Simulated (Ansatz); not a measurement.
**Hypothetical diamond Zn: pressure series**

Start from Zn in the diamond structure (space group Fd-3m, No. 227; a = 5.655 Å; a hypothetical phase, not in the database extracts checked).

Cell and atoms are relaxed at each pressure.

Level of theory: Kohn–Sham DFT with the PBEsol functional, run in Ansatz (an electronic-structure program) with PAW and 420 eV plane waves, no spin-orbit coupling.

```csv
pressure (GPa),volume per atom (Å³/atom)
-2,24.227
-1,23.320
0,22.610
0.3,22.421
0.7,?
1.5,21.752
3,21.077
7.5,19.564
10,18.934
```

**Question.** Fit the third-order Birch–Murnaghan form P(V) = (3B₀/2)[(V₀/V)^(7/3) − (V₀/V)^(5/3)]·[1 + (3/4)(B₀′ − 4)((V₀/V)^(2/3) − 1)] (squares taken in P) to the rows shown and predict the withheld row.

**Answer.** Least squares on the printed values gives V₀ = 22.614 Å³/atom, B₀ = 35.1 GPa, B₀′ = 5.3; this predicts 22.190 Å³/atom, and the run gives 22.185 Å³/atom, 0.005 lower.

Load acts through the strain it causes; cell and atoms are relaxed under it. Stability against distortions was not tested. Competing high-pressure phases were not computed.
